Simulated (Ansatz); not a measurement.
Structure of amorphous B10C6Te36 (periodic cell):

```xyz
52
Lattice="11.1026 0.0000 0.0000 0.0000 11.1026 0.0000 0.0000 0.0000 11.1026" Properties=species:S:1:pos:R:3 pbc="T T T"
B      4.1479     3.9777     9.6271
B      1.7590     1.7199     2.3568
B      0.8549     0.9615     6.0490
B     10.8169     5.1535     1.9046
B      0.2217     3.0952     3.9623
B      0.9741     3.6595     0.0455
B      0.5497     2.5463     5.5308
B      9.0987     6.8656     0.3153
B      5.3598     6.5082     4.0643
B      6.6994     9.1009     9.2503
C      8.2491     7.7197    10.5386
C      6.9294     7.9968    10.3356
C      0.5835     3.8917     1.5539
C      0.8655     2.9848     2.5525
C      5.2731     7.9734     3.8987
C     11.0170     3.6625    10.0048
Te     0.7452     8.0021     6.2453
Te     2.2859     1.6418     0.1398
Te     5.5093     6.7510     0.2696
Te     8.5938     0.7607     7.3677
Te     6.4765     0.6508     5.3211
Te     6.9495     9.1961     3.7770
Te     5.7437     3.4977     6.3016
Te     5.9596     5.1084     8.9284
Te     0.0343     7.1876     0.8976
Te     8.5079     5.0116     1.3416
Te     0.5141     0.7040     8.2857
Te     2.9333     0.1587     5.5966
Te     3.6427     1.9919     3.5927
Te     0.8453    10.7101     2.6002
Te     8.6797     7.4290     6.7131
Te     9.1642     2.1515     3.6103
Te     3.4915     5.5081     3.3928
Te     2.0615     4.0877     6.2834
Te    10.3501    10.7755     5.0375
Te     3.2604     8.4341     3.4679
Te     0.2303     5.1053     8.5465
Te     2.5072     5.3394    10.3735
Te     3.9562     9.6078     0.8504
Te     2.0733     9.3438     8.3239
Te     9.5504     3.2788     6.3707
Te     5.9965     8.5948     7.1502
Te     7.1934     5.4802     4.6373
Te     9.7720     0.7384     0.9684
Te     3.8465     6.8513     7.5756
Te     4.8216     2.9798     0.4293
Te    10.8264     5.4147     4.2107
Te     9.0371     3.0422    10.1384
Te     6.5291    10.7869     1.2838
Te     3.5529     2.3956     8.1191
Te     5.7695    11.0933     9.5979
Te     9.1522     9.1180     9.1058
```

All values below come from PBE-D3(BJ), scalar-relativistic without spin-orbit coupling, PAW (Ansatz default set, large-core Te) (plane waves to 420 eV; Ansatz, a first-principles code).

The cell was made by melting and quenching with the CHGNet potential and then relaxed with DFT. The hot cell started wider than the set density and was brought back towards it in steps. It is the lowest in DFT energy of 2 quenches. It is a model cell: composition and starting density were chosen by hand, and all elements were melted together. The geometry includes D3(BJ) dispersion. Its density started from a set value of 5.61 and ended at 5.79 g/cm³. The simulated quench (nominally 190 K/ps over its main leg) is rapid and tends to freeze in more defects than a deposited or slowly cooled glass has. Values belong to this one cell and scatter from quench to quench. The volume was free in the relaxation, at fixed shape. On a 2×2×2 Γ-centred mesh force components of up to 0.24 eV/Å stay, since the relaxation ran on one k-point at (1/4, 1/4, 1/4).

Cut-offs for bonds: B-B 1.94 Å, B-C 1.82 Å, B-Te 2.62 Å, C-C 1.64 Å, C-Te 2.38 Å, Te-Te 3.22 Å.

**Question.** Give the coordination numbers, mean bond lengths and angles.

**Answer.** 
```
Item                                                              Value
-----------------------  ----------------------------------------------
Mean coordination of B                        3.80 (2 with 3, 8 with 4)
Mean coordination of C                                  3.00 (6 with 3)
Mean coordination of Te  2.83 (1 with 1, 9 with 2, 21 with 3, 5 with 4)
Mean Te-Te bond                    2.989 Å (spread 0.104 Å, 35 counted)
Mean B-Te bond                     2.295 Å (spread 0.075 Å, 26 counted)
Mean B-C bond                       1.544 Å (spread 0.035 Å, 8 counted)
Mean C-Te bond                      2.116 Å (spread 0.045 Å, 6 counted)
Bond angle at B                                mean 110.3°, spread 9.8°
Bond angle at C                                mean 119.6°, spread 8.7°
Bond angle at Te                               mean 97.1°, spread 24.2°
```
